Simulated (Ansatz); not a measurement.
Pressure series in HgTe

Base system: HgTe in the zinc blende structure (space group F-43m, No. 216).

```
CELL_PARAMETERS angstrom
      0.00000     3.25489     3.25489
      3.25489     0.00000     3.25489
      3.25489     3.25489     0.00000
ATOMIC_POSITIONS crystal
  Te 0.75000 0.75000 0.75000
  Hg 0.00000 0.00000 0.00000
```

Cell and atoms are relaxed at each pressure.

Level of theory: PBEsol/PAW in Ansatz (a first-principles code), without spin-orbit coupling.

Notes on the quantities. enthalpy: H = E + PV relative to the base's energy.

| change | enthalpy | shortest interatomic distance |
|---|---|---|
| base | – | 2.819 Å |
| pressure −1 GPa | -0.22 eV/atom | 2.843 Å |
| pressure 0.3 GPa | +0.06 eV/atom | (withheld) |
| pressure 0.7 GPa | +0.15 eV/atom | 2.804 Å |
| pressure 1.5 GPa | +0.32 eV/atom | 2.789 Å |
| pressure 3 GPa | +0.63 eV/atom | 2.762 Å |
| pressure 5 GPa | +1.02 eV/atom | 2.732 Å |
| pressure 7.5 GPa | +1.51 eV/atom | 2.701 Å |
| pressure 10 GPa | +1.97 eV/atom | 2.674 Å |

Problem. Fill in the withheld entries from the trend.

Solution. 
- pressure 0.3 GPa, shortest interatomic distance: 2.812 Å

The mesh was chosen for an insulator and is coarse for the gapless case. Load acts through the strain it causes; cell and atoms are relaxed under it. No phonon test of stability was made. Tetrahedral semiconductors of this kind turn to denser phases somewhere between about 1 and 50 GPa; those were not computed, so compressed cells here can lie past the real transition. All final runs are without spin polarisation.
